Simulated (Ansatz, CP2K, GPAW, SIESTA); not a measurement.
**Code comparison for CdS (F-43m, 2 atoms in the cell)**

Band-structure calculation.

```
CELL_PARAMETERS angstrom
      0.00000     2.95502     2.95502
      2.95502     0.00000     2.95502
      2.95502     2.95502     0.00000
ATOMIC_POSITIONS crystal
  Cd 0.00000 0.00000 0.00000
  S  0.25000 0.25000 0.25000
```

Shared settings, as Ansatz (an electronic-structure program) writes them: kpoints.mp_grid.grid = 7 7 7; scf.occupations.method = fixed. Potentials and cutoffs stand in the table.

| code | model | gap along the path (eV) | smallest direct gap (eV) | cutoff |
|---|---|---|---|---|
| CP2K | PBE, GPW, DZVP-MOLOPT-SR-GTH basis, GTH-PBE potentials (GTH_POTENTIALS) | 1.03 | 1.03 | grid 500 Ry |
| SIESTA | GGA PBE, numerical atomic orbitals DZP, PseudoDojo PBE standard norm-conserving potentials (rewritten from UPF to PSML) | 1.26 | 1.26 | grid 400 Ry |
| GPAW | PBE, GPAW PAW datasets PBE (gpaw-data 1.0.1) | 1.04 | 1.04 | 550 eV |
| Ansatz | PBE, default PAW files | 1.06 | 1.06 | 420 eV |

The spread over the programs that give each value: gap along the path within 0.23 eV; smallest direct gap within 0.23 eV.

CP2K and SIESTA use small atom-centred bases, whose incompleteness enters pressures, forces and empty levels differently from a plane-wave cutoff.

In the gap along the path, SIESTA stands apart from the plane-wave programs.

The starting cell comes from a database of computed structures (which also holds hypothetical and non-ambient phases and stackings), without a prior relaxation at this level. Its lattice was rescaled by a random factor within 2.5 % of one.

Left out of this page: Quantum ESPRESSO and Elk (not drawn, or without a comparable value); FLEUR (with a known weakness of the program).

Keys are those of Ansatz 0.2.
